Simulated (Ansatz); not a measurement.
## A computed series for hypothetical P6/mmm BN: pressure series

Consider BN (space group P6/mmm, No. 191; a hypothetical phase, not in the database extracts checked; made of chains).

```yaml
crystal:
  lattice:
    - [4.53785, 0.00000, 0.00000]
    - [-2.26893, 3.92990, 0.00000]
    - [0.00000, 0.00000, 2.62205]
  atoms:
    - { symbol: B, position: [0.00000, 0.00000, 0.50000] }
    - { symbol: N, position: [0.00000, 0.00000, 0.00000] }
```

Cell and atoms are relaxed at each pressure.

The values are results of PBE/PAW in Ansatz (a quantum-chemistry and plane-wave program), no spin-orbit coupling, not measurements.

Base values:

| Property | Result |
|---|---|
| Smallest direct gap | 3.56 eV |

Q: The aim is a smallest direct gap between 1.35 eV and 1.44 eV. Which of these changes reaches it?
A. pressure 10 GPa
B. pressure 3 GPa
C. pressure 0.3 GPa

A: A, pressure 10 GPa. It gives 1.38 eV; pressure 0.3 GPa gives 3.26 eV; pressure 3 GPa gives 2.36 eV. Changes not listed may reach it too

From pressure 3 GPa on, the axis ratios lie over 15 % from the base's, so the cell there is far from its starting form. Load acts through the strain it causes; cell and atoms are relaxed under it. Whether these cells are dynamically stable was not tested. Competing high-pressure phases were not computed. The base started in P3_121 and relaxed to P6/mmm at this level. No dispersion term is included, though the crystal is made of layers, chains or molecules, so its spacings can come out too wide.
